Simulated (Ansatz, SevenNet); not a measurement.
## Bulk modulus of CsCl-type PdIn at several levels of theory

No measured value is used here.

```tsv
level (code)	value (GPa)	cell (Å³/atom)
SevenNet-l3i5	115	18.12
LDA (Ansatz)	150	16.61
PBE (Ansatz)	109	18.06
PBEsol (Ansatz)	136	17.12
PBEsol-D3(BJ) (Ansatz)	[?]	16.50
r²SCAN-D4 (Ansatz)	138	17.27
r²SCAN+rVV10 (Ansatz)	[?]	17.19
PBE0 (Ansatz)	[?]	17.45
Hartree–Fock (Ansatz)	100	18.79
```

Problem. Fill in the missing entries.

Solution. 
- PBEsol-D3(BJ) (Ansatz, a first-principles code), value (GPa): 156
- r²SCAN+rVV10 (Ansatz), value (GPa): 141
- PBE0 (Ansatz), value (GPa): 128

The crystal itself was run without spin with LDA, PBE, PBEsol, PBEsol-D3(BJ), r²SCAN-D4, r²SCAN+rVV10, PBE0, Hartree–Fock; a magnetic state was not tried in these runs. Each level is taken at its own relaxed cell. Cutoffs and k meshes differ between the levels. Ansatz's density-functional and Hartree–Fock values are scalar-relativistic unless marked +SOC, with PAW data made under PBE.

Machine-learned potentials (SevenNet-l3i5) are trained on DFT data: a solid inside that data is no test of them.
